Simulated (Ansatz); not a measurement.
Ansatz (a quantum-chemistry and plane-wave program) run on ZnCu₂SnSe₄ (I-4, 8 atoms in the cell): self-consistent single point.

Computed with PBE (plane waves, PAW; Ansatz).

```
CELL_PARAMETERS angstrom
     -2.86486     2.86486     5.69850
      2.86486    -2.86486     5.69850
      2.86486     2.86486    -5.69850
ATOMIC_POSITIONS crystal
  Zn 0.75000 0.25000 0.50000
  Cu 0.25000 0.75000 0.50000
  Cu 0.00000 0.00000 0.00000
  Sn 0.50000 0.50000 0.00000
  Se 0.62975 0.63653 0.52624
  Se 0.36347 0.88971 0.99322
  Se 0.11029 0.10351 0.47376
  Se 0.89649 0.37025 0.00678
```

Reference input (self-consistent single point, DFT, PBE, plane waves, default PAW files): kpoints.mp_grid.grid = 4 4 4; hamiltonian.xc = pbe; hamiltonian.pseudopotentials = {kind: paw} (the program's default PAW files); scf.occupations.method = methfessel_paxton; scf.occupations.width = 0.05 eV. This run's input differs from it in these lines:

Ansatz 0.2 input:
```diff
@@ -16,3 +16,3 @@
   mp_grid:
-    grid: [4, 4, 4]
+    grid: [6, 6, 6]
 hamiltonian:
```

The program printed (abridged):

```
SCF iter   1: F=—  HF=-44473.022328 eV  |F-HF|=—  |Δ(HF+E_count)|=         —  Δρ=1.23e-3  dr2=2.47e-3  ethr=1.77e-3  ⟨swp⟩=6.0  Hψ=10102  notcnv=0  defer=19
all-band conjugate gradients solve this SCF's bands
preconditioner: auto → Resta (q_TF=auto, 2.561 Å⁻¹)
SCF iter   2: F=—  HF=-44473.022892 eV  |F-HF|=—  |Δ(HF+E_count)|=   5.64e-4  S|Δr|=    0.00e0  Δρ=1.33e-3  dr2=1.90e-3  ethr=1.93e-6  ⟨swp⟩=3.0  Hψ=5905  notcnv=0  defer=123
   [... lines left out ...]
SCF iter   8: F=—  HF=-44473.022628 eV  |F-HF|=—  |Δ(HF+E_count)|=   1.19e-6  S|Δr|=    0.00e0  Δρ=1.07e-5  dr2=3.40e-7  ethr=1.66e-9  ⟨swp⟩=2.0  Hψ=3625  notcnv=0  defer=123
SCF iter   9: F=—  HF=-44473.022628 eV  |F-HF|=—  |Δ(HF+E_count)|=   3.18e-7  S|Δr|=    0.00e0  Δρ=8.17e-6  dr2=1.08e-7  ethr=7.81e-11  ⟨swp⟩=9.4  Hψ=13047  notcnv=0
SCF iter  10: F=-44473.022628 eV  HF=-44473.022628 eV  |F-HF|=9.75e-10  |Δ(HF+E_count)|=   5.55e-8  S|Δr|=    0.00e0  Δρ=1.55e-6  dr2=4.58e-9  ethr=7.81e-11  ⟨swp⟩=4.8  Hψ=10423  notcnv=0
SCF 1 converged in 10 iterations: F = -44473.022628 eV  dr2 = 4.58e-9
Stability not checked (fill_not_monotonic)
Free energy (F): -44473.022628 eV
Internal energy: -44473.022675 eV  (E = F + TS)
E sigma→0 (E₀):  -44473.022640 eV
Entropy (-TS):   0.000046 eV (0.006 meV/atom)
Fermi energy:    8.478128 eV
--- Forces (eV/Å), atoms counted from 1 ---
  atom   1  Zn    -0.00000000     0.00000000     0.00000000
  atom   2  Cu     0.00000000    -0.00000000     0.00000000
  atom   3  Cu    -0.00000000    -0.00000000     0.00000000
  atom   4  Sn     0.00000000    -0.00000000     0.00000000
   [... lines left out ...]
  atom   8  Se    -0.01572379     0.12997375     0.05036380
--- Stress (GPa, compression-positive) ---
        1.400514      -0.000000      -0.000000
        0.000000       1.400514      -0.000000
       -0.000000      -0.000000       1.505360
  P = ⅓ Tr σ = 1.4355 GPa (14.355 kbar)
  The stress holds the Pulay correction. Without it, at fixed plane waves, as pw.x and ABINIT print it: P = 1.3920 GPa
```

The run converged in 10 iterations. Against the reference run the free energy drops by 1.0 meV/atom, the pressure moves little (1.46 to 1.44 GPa) and the largest force hardly changes (0.142 to 0.140 eV/Å).

The starting cell comes from a database of computed structures (which also holds hypothetical and non-ambient phases and stackings), without a prior relaxation at this level. Its lattice was rescaled by a random factor within 2.5 % of one. Spin polarisation is off. Ansatz's pressure includes its estimate of the finite-basis (Pulay) stress. The run gives no clean gap (levels at the Fermi energy touch, overlap or are partly filled at this smearing), which alone does not show that the compound is a metal.

Cost on one core of a shared machine: roughly 60 s.
